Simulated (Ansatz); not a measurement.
Hexagonal WC was calculated with r²SCAN+SOC in Ansatz (PAW).

Run with plane-wave cutoff 560 eV, 24×24×20 k mesh (along the axes of the cell as run), Fermi–Dirac smearing 0.05 eV, PAW data made under PBE.

Cell (relaxed at this level):

WC is modelled in the hexagonal space group P-6m2 (No. 187), Pearson symbol hP2. Lattice parameters: a = 2.911 Å, b = 2.911 Å, c = 2.835 Å, α = 90.00°, β = 90.00°, γ = 120.00°. W on 1a is surrounded by 6 C at 2.199 Å and 8 W at 2.835–2.911 Å. C on 1d sees 6 W at 2.199 Å (trigonal prismatic). (Neighbours: up to the widest gap in distance over summed covalent radii, below 1.35, at either atom; cation-cation and far metal-metal contacts left out.)

Q: Predict the bulk modulus and pressure derivative B′ of the bulk modulus.

A: 
bulk modulus: 400 GPa
pressure derivative B′ of the bulk modulus: 4.2

The run finds no gap.

Measured, for comparison: bulk modulus 384 ± 0.8 GPa (room temperature, not corrected to a static lattice, adiabatic, ultrasonic, our sources range from 377 to 412; as tabulated in Compression behavior of WC and WC-6%Co up to 50 GPa (OSTI 1006718)). Computed (rounded) less measured: bulk modulus +4 % (inside the range of the sources held).

Note: the bulk modulus comes from volumes at which shape and atoms were relaxed.

The computed numbers hold no vibrational or temperature effects.

Cost on a shared machine: around 70 core-minutes (rough).

Ansatz is a quantum-chemistry and plane-wave program.
